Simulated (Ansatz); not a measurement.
Cubic perovskite CsCaF3 was calculated with r²SCAN+rVV10 (Ansatz, a quantum-chemistry and plane-wave program, plane waves, PAW).

The input as run:

Ansatz 0.2 input:
```yaml
crystal:
  lattice:
    - [4.4293106693, 0.0, 0.0]
    - [0.0, 4.4293106693, 0.0]
    - [0.0, 0.0, 4.4293106693]
  atoms:
    - { symbol: Cs, position: [0.0, 0.0, 0.0] }
    - { symbol: Ca, position: [0.5, 0.5, 0.5] }
    - { symbol: F, position: [0.5, 0.0, 0.5] }
    - { symbol: F, position: [0.0, 0.5, 0.5] }
    - { symbol: F, position: [0.5, 0.5, 0.0] }
basis:
  ecutwfc: 560
  ecutrho_ratio: 4
  xc_grid: 3
kpoints:
  mp_grid: { grid: [8, 8, 8] }
hamiltonian:
  xc: r2scan
  dispersion: rvv10
  pseudopotentials: { kind: paw }
scf:
  occupations: { method: fermi_dirac, width: 0.01 }
  convergence: { dr2_threshold: 0.0000000005 }
output:
  forces: true
  stress: true
  eigenvalues: true
```

Q: How many irreducible k-points, plane waves at Γ does the program set up, and what pressure does the run end with?

A: 35 irreducible k-points, 2601 plane waves at Γ; P = 2.61 GPa, so the cell is compressed on average and its volume would grow at this level.

From the output:

```
Crystal: 5 atoms, lattice volume = 86.898 Å³
Basis set: ecut = 560 eV, 2601 PW (Γ), exchange–correlation on 108×108×108 points (27 copies of the dense FFT grid, shifted against one another)
Bands: 25, of which v1, the nominal top of the filled ones, is band 20 counted from 1 (19 counted from 0)
Symmetry: 48 space group operations
Space group: Pm-3m (ITA 221), of the structure as read, at distance tolerance 4.4e-5 Å
k-points: 35 of 512
Functional: x = r2scan, c = r2scan + rvv10(b = 11.95, C = 0.0093); τ floored in thin density (d = 2e-4 eV/Å³)
SCF iter   1: F=—  HF=-9942.811297 eV  |F-HF|=—  |Δ(HF+E_count)|=         —  Δρ=6.92e-3  dr2=4.47e-2  dr2_τ=9.55e-2
SCF iter   2: F=—  HF=-9942.932460 eV  |F-HF|=—  |Δ(HF+E_count)|=   1.21e-1  Δρ=3.44e-3  dr2=7.23e-3  dr2_τ=8.02e-4
  ...
SCF iter   7: F=—  HF=-9942.929672 eV  |F-HF|=—  |Δ(HF+E_count)|=   2.98e-9  Δρ=4.41e-6  dr2=1.71e-8  dr2_τ=6.03e-10
SCF iter   8: F=-9942.929672 eV  HF=-9942.929672 eV  |F-HF|=2.51e-10  |Δ(HF+E_count)|=   2.97e-9  Δρ=6.01e-7  dr2=3.25e-10  dr2_τ=1.27e-11
SCF 1 converged in 8 iterations: F = -9942.929672 eV  dr2 = 3.25e-10
SCF converged after 8 iterations
Free energy (F): -9942.929672 eV
Internal energy: -9942.929672 eV  (E = F + TS)
E sigma→0 (E₀):  -9942.929672 eV
Fermi energy:    6.844156 eV
--- Forces (eV/Å), atoms counted from 1 ---
  atom   1  Cs    -0.00000000    -0.00000000    -0.00000000
  atom   2  Ca     0.00000000     0.00000000     0.00000000
  atom   3  F     -0.00000000    -0.00000000    -0.00000000
  atom   4  F      0.00000000    -0.00000000     0.00000000
  atom   5  F      0.00000000     0.00000000    -0.00000000
--- Stress (GPa, compression-positive) ---
        2.610352       0.000000       0.000000
        0.000000       2.610352       0.000000
        0.000000       0.000000       2.610352
  P = ⅓ Tr σ = 2.6104 GPa (26.104 kbar)
```

The cell is one volume of an energy–volume scan, off the minimum.

The PAW data were made under PBE.

Computing time: very roughly 12 core-seconds.
